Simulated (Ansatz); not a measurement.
Defect: N-vacancy pair (N on one host O site, one O site vacant) in monoclinic ZrO2, charge state +1. The step: one O atom jumps into the vacancy from a nearby O site (N-vacancy distance between ideal sites 2.60 → 4.05 Å); the atom moves 1.92 Å along (0.36, 0.08, 0.14) of the unit cell; the moving atom starts with neighbours O at 2.61, 2 O at 2.68; 2 Zr at 2.13, 2 Zr at 2.42 Å and ends with Zr at 2.03, Zr at 2.08, Zr at 2.29 Å. DFT values are from Ansatz (plane-wave PAW, 420 eV unless said) in a cell of 96 host sites, spin-restricted, static, with no finite-size correction. The charge state is imposed; whether it is stable for some Fermi level was not computed. Forms of the defect that were not tried may lie lower. The start lies 0.57 eV above the lowest site run (PBE). For the PBE band: the saddle point's order was not checked.

| Level | Forward barrier (eV) | Cost of the band or of the saddle's single point |
|---|---|---|
| CHGNet universal potential (has no charge state), its own band | 0.70 | - |
| PBE, the Γ point alone, band relaxed | 0.72 | very roughly 27 core-minutes |
| PBE, a 2×2×2 k-point mesh shifted by half a step, same geometries | 0.74 | roughly 8 core-minutes |
| r2SCAN at 500 eV, the Γ point alone, same geometries | 0.77 | around 2.2 core-minutes (rough) |

Ansatz is an electronic-structure program.
